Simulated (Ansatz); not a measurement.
Ansatz (a first-principles code) run on TaAs (I4_1md, 4 atoms in the cell): zone-centre phonon calculation.

Computed with PBE, PAW files (plane waves; Ansatz).

```xyz
4
Lattice="-1.7476 1.7476 5.9560 1.7476 -1.7476 5.9560 1.7476 1.7476 -5.9560" Properties=species:S:1:pos:R:3 pbc="T T T"
Ta     1.7476     0.0000     5.9556
Ta     0.0000     0.0000     8.9336
As     1.7476     0.0000     0.9843
As     0.0000     0.0000     3.9623
```

Reference input (self-consistent single point, DFT, PBE, plane waves, PAW files): basis.ecutwfc = 420 eV; kpoints.mp_grid.grid = 8 8 8; hamiltonian.xc = pbe; hamiltonian.pseudopotentials = {kind: paw} (an earlier, softer set of the program's PAW files); scf.occupations.method = fermi_dirac; scf.occupations.width = 0.1 eV. This run's input differs from it in these lines:

```diff
@@ -25,6 +25,4 @@
     width: 0.1
-output:
-  forces: true
-  eigenvalues: true
-  stress: true
+phonons:
+  method: dfpt
```

Output (repeated stretches shortened):

```
SCF iter   1: F=—  HF=-29581.312825 eV  |F-HF|=—  |Δ(HF+E_count)|=         —  Δρ=4.15e-2  dr2=1.40e0  ethr=3.10e-3  ⟨swp⟩=5.2  Hψ=11084  notcnv=0
all-band conjugate gradients solve this SCF's bands
preconditioner: auto → Kerker (q_TF=auto, 2.612 Å⁻¹)
SCF iter   2: F=—  HF=-29581.041621 eV  |F-HF|=—  |Δ(HF+E_count)|=   2.71e-1  Δρ=2.50e-2  dr2=4.86e-1  ethr=2.51e-3  ⟨swp⟩=2.0  Hψ=4488  notcnv=0
   [... lines left out ...]
SCF iter  10: F=—  HF=-29580.895094 eV  |F-HF|=—  |Δ(HF+E_count)|=  2.07e-10  Δρ=2.26e-7  dr2=3.84e-11  ethr=2.94e-12  ⟨swp⟩=2.0  Hψ=4178  notcnv=0
SCF iter  11: F=-29580.895094 eV  HF=-29580.895094 eV  |F-HF|=0.00e0  |Δ(HF+E_count)|=  1.09e-11  Δρ=7.40e-8  dr2=2.24e-12  ethr=1.00e-12  ⟨swp⟩=6.0  Hψ=14599  notcnv=0
the search or the solves at the SCF's close seem to have found levels that the self-consistency loop had missed (the run counts 4) …
SCF 1 converged in 11 iterations: F = -29580.895094 eV  dr2 = 2.24e-12
DFPT response loops at Γ: preconditioner auto → Kerker (q_TF=auto, 2.612 Å⁻¹) (partly filled bands, converged f_vac=0.000) …
Free energy (F): -29580.895094 eV
Internal energy: -29580.867054 eV  (E = F + TS)
E sigma→0 (E₀):  -29580.881074 eV
Entropy (-TS):   -0.028040 eV (-7.010 meV/atom)
Fermi energy:    15.789512 eV
--- Phonons (Γ-DFPT): 6 representative perturbations + reference, on 95 of 512 k-points (Σ response iterations 19) ---
  k mesh reduced under 4 symmetry operations, with k and −k counted as one. Each operation leaves every solved displacement unchanged or reverses it
  ASR residual: 3.151e-4 → 0.000e0 eV/Å²; symmetrization residual: 7.793e-6 eV/Å²
  ASR residual per site (eV/Å²): 3.15e-4 3.15e-4 2.87e-5 2.87e-5
  Γ frequencies (cm⁻¹): 0.00 0.00 0.00 115.53 115.53 150.74 209.86 209.86 230.85 231.25 231.25 239.59
  non-analytic LO–TO correction: not included (Born effective charges unavailable; polar crystals: no LO–TO splitting at Γ)
```

The run converged in 11 iterations. 

Summary of the result:
- Free energy E − TS (on the zero of these files) = -29580.8951 eV
- Fermi level (on the code's own zero) = 15.79 eV
- Zone-centre frequencies (cm⁻¹; negative means imaginary) = 0, 0, 0, 116, 116, 151, 210, 210, 231, 231, 231, 240

The starting cell comes from a database of computed structures (which also holds hypothetical and non-ambient phases and stackings), without a prior relaxation at this level. Its lattice was rescaled by a random factor within 2.5 % of one. Spin polarisation is off.

Cost on one core of a shared machine: roughly 3 min.

Keys are those of Ansatz 0.2.
